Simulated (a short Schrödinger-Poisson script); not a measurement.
System: MOS inversion layer, Si3N4 on p-type Si(100), at 400 K.

From the gate side: 2.2 nm Si3N4; 340 nm Si, acceptors 1.6e18 cm⁻³.

Constants are typed, rounded textbook-type inputs, not results; the design itself was drawn at random and stands for no fabricated device. Si3N4: permittivity 7.5, conduction-band edge (eV) 1.95, gap (eV) 5.1, electron mass (mₑ) 0.5. Si: permittivity 11.7, conduction-band edge (eV) 0, gap (eV) 1.124, Nv at 300 K (cm⁻³) 3.1e19.

Channel valleys (confinement mass, in-plane density-of-states mass, number): Δ2 0.916, 0.19, 2; Δ4 0.19, 0.417, 4. At the gate the conduction-band edge of layer 1 lies 2.43 eV − eVg above the Fermi level of the channel; the field vanishes at the back. Gaps are held at their typed values at every temperature. Mesh 0.03 nm at interfaces.

Solved with a short Schrödinger-Poisson script written for these runs: 1D Poisson equation in equilibrium, electrons quantum, Hartree (BenDaniel-Duke, 12 states a valley, the channel's in-plane mass for all, wave functions ending at the dielectric), parabolic valleys, classical holes, full ionisation, no traps, pinning or gate leakage.

| Vg (V) | electrons (cm⁻²) | C (μF/cm²) | Δ2 E0 (meV from the Fermi level) | Δ4 E0 (meV from the Fermi level) |
|---|---|---|---|---|
| 0.55 | 2.69e9 | 0.363 | 275.9 | 359.8 |
| 0.6 | 8.83e9 | 0.374 | 234.4 | 320.0 |
| 0.65 | 2.85e10 | 0.428 | 193.4 | 280.7 |
| 0.7 | 8.66e10 | 0.580 | 154.5 | 243.5 |
| 0.75 | 2.29e11 | 0.869 | 120.3 | 211.0 |
| 0.8 | 4.92e11 | 1.21 | 92.8 | 185.7 |
| 0.85 | 8.69e11 | 1.48 | 71.9 | 167.0 |
| 0.9 | 1.33e12 | 1.67 | 55.7 | 153.1 |
| 0.95 | 1.85e12 | 1.80 | 42.7 | 142.6 |
| 1 | 2.42e12 | 1.90 | 31.9 | 134.2 |
| 1.05 | 3.01e12 | 1.97 | 22.6 | 127.3 |
| 1.1 | 3.62e12 | 2.02 | 14.3 | 121.4 |
| 1.15 | 4.25e12 | 2.07 | 6.9 | 116.4 |
| 1.2 | 4.89e12 | 2.10 | 0.1 | 112.0 |
| 1.25 | 5.55e12 | 2.13 | -6.2 | 108.1 |
| 1.3 | 6.21e12 | 2.16 | -12.1 | 104.5 |
| 1.35 | 6.89e12 | 2.18 | -17.7 | 101.2 |
| 1.4 | 7.56e12 | 2.20 | -23.0 | 98.2 |

Gate voltages with under 1e9 electrons/cm² are left out.

Problem. At Vg = 1.4 V the lowest Δ2 subband lies at -23.0 meV from the Fermi level. How many electrons does it hold, and what share of all?

Solution. The two-dimensional density of states is g m/(πħ²) = 1.59e11 cm⁻² meV⁻¹ (both spins), kT = 34.5 meV, so n = D kT ln(1 + exp(−E/kT)) = 5.92e12 cm⁻², 0.78 of the 7.56e12 cm⁻² in all.

Problem. Compare the slope of the sheet density between 1.3 and 1.4 V with the geometric capacitance of the layers between gate and channel.

Solution. q Δn/ΔV = 2.16 μF/cm²; ε0/Σ(t/ε) = 3.02 μF/cm². The ratio is 0.72: the channel acts as a further capacitance in series.
